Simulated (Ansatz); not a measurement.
## A constructed model of the (100) surface of fcc Cu, a pseudomorphic layer of Al in the host's stacking (bottom of the slab: a bare face, its two planes held)

Method: PBE (plane waves to 420 eV, PAW; Ansatz, a quantum-chemistry and plane-wave program).

Set-up: 7 atoms, 11.0 Å thick at the start; mesh 15x15x1; 0.1 eV smearing; dipole correction on; 2 atoms held, the rest relaxed; held to the start's symmetry, so lower structures may exist; no spin, no spin-orbit, no U. It is one candidate, not shown to be the stable structure of the face.

```json
{
 "work_function_of_the_top_face": "4.48 eV",
 "energy_released_by_relaxation": "0.002 eV",
 "cost": "about 3.0 core-minutes (a rough figure)"
}
```
